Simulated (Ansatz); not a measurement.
For GeRh (model structure, started from the CoSn type, P6/mmm, No. 191, 6 atoms in the cell), PBEsol in Ansatz (PAW) gives:

```
Property                        Value
---------------------  --------------
lattice constant a            5.347 Å
lattice parameter c           3.946 Å
enthalpy of formation  -0.398 eV/atom
```

Task: What does PBE-D3(BJ) (Ansatz, an electronic-structure program, PAW) give for the same quantities?

Result: 
- lattice constant a: 5.370 Å (goes up by 0.4 %)
- lattice parameter c: 3.953 Å (grows by 0.2 %)
- formation enthalpy: -0.362 eV/atom (moves by +0.036 eV/atom)

Changes are worked out from the printed values.

Unless a cell is named, each level is at its own relaxed cell (PBEsol 16.28, PBE-D3(BJ) 16.45 Å³/atom).

Ansatz's density-functional and Hartree–Fock values are scalar-relativistic unless marked +SOC, with PAW data made under PBE.

A model structure was made by putting elements into a prototype or built by hand; it is no filed structure, need not be a known phase, and can be a saddle point held by its symmetry.
